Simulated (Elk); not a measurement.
Elk is run on NaAg3 (Pm-3m, 4 atoms in the cell), and the run fails. The aim is a self-consistent single point with DFT, PBEsol, all-electron FP-LAPW, Elk's shipped species files, APW+lo basis with extra local orbitals.

Cell that was meant: a = 4.2442 Å, b = 4.2442 Å, c = 4.2442 Å, α = 90.00°, β = 90.00°, γ = 90.00°.

Part of the input:

```
  1

swidth
  0.1

maxscl
  100
```

The program printed (abridged):

```
│ Self-consistent loop started │
│ Loop number : 1 │
 total energy                :     -16093.2232855
│ Loop number : 2 │
 total energy                :     -16094.2156256
RMS change in Kohn-Sham potential (target) :   0.3111894355     (  0.1000000000E-05)
Absolute change in total energy (target)   :   0.9923400737     (  0.1000000000E-03)
│ Loop number : 3 │
 total energy                :     -16093.7768059
RMS change in Kohn-Sham potential (target) :   0.3070279644     (  0.1000000000E-05)
Absolute change in total energy (target)   :   0.1907346638     (  0.1000000000E-03)
   [... lines left out ...]
Absolute change in total energy (target)   :    62.02802999     (  0.1000000000E-03)
│ Loop number : 98 │
 total energy                :     -16126.3619191
RMS change in Kohn-Sham potential (target) :   0.9821200278E-01 (  0.1000000000E-05)
Absolute change in total energy (target)   :    71.09659708     (  0.1000000000E-03)
│ Loop number : 99 │
 total energy                :     -16121.1161475
RMS change in Kohn-Sham potential (target) :   0.7401156792E-01 (  0.1000000000E-05)
Absolute change in total energy (target)   :    12.52837767     (  0.1000000000E-03)
│ Loop number : 100 │
Reached self-consistent loops maximum

Energies :
 Fermi                       :     0.153469226889
 total energy                :     -16118.2782895

Density of states at Fermi energy :    33.61366328
 (states/Hartree/unit cell)

Estimated indirect band gap :   0.1324244384E-01
 from k-point      6 to k-point      9
   [... lines left out ...]
Estimated direct band gap   :   0.1854547349E-01
   [... lines left out ...]
   Hellmann-Feynman          :     0.00000000   -0.00000000    0.00000000
   IBS                       :    -0.00000000    0.00000000    0.00000000
   total force               :    -0.00000000   -0.00000000    0.00000000
   total magnitude           :     0.00000000
  atom :    2
   Hellmann-Feynman          :     0.00000000   -0.00000000    0.00000000
   IBS                       :    -0.00000000    0.00000000    0.00000000
   total force               :    -0.00000000    0.00000000    0.00000000
   total magnitude           :     0.00000000
  atom :    3
   Hellmann-Feynman          :    -0.00000000   -0.00000000    0.00000000
   IBS                       :     0.00000000    0.00000000    0.00000000
   total force               :     0.00000000   -0.00000000    0.00000000
   total magnitude           :     0.00000000
```

### Question
Diagnose the run.

### Answer
The fault is this: smearing width in eV, read as hartree. A bare number is read in the key's own unit, and eV, Ry (13.6 eV) and Ha (27.2 eV) lie far apart, so the setting ends up far from the one that was meant. To fix it, convert the value to the unit that the key expects. The run ended unconverged after 100 iterations.

An input that runs soundly differs in these lines (not the only fix; some lines may just follow from the change or write a value another way):
```diff
-  0.1
+  0.00367493
```

With that input, the run converged in 17 iterations: total energy -438278.9696 eV; Fermi level (on the code's own zero) 4.78 eV (DFT, PBEsol, all-electron FP-LAPW, Elk's shipped species files, APW+lo basis with extra local orbitals).

On the sound input: the starting cell comes from a database of computed structures (which also holds hypothetical and non-ambient phases and stackings), without a prior relaxation at this level. Values depend on the basis (sphere radii, cutoffs, local orbitals), which need not be converged. The log's line on a gap gives a spacing of levels on this mesh, which the program prints for metals too.
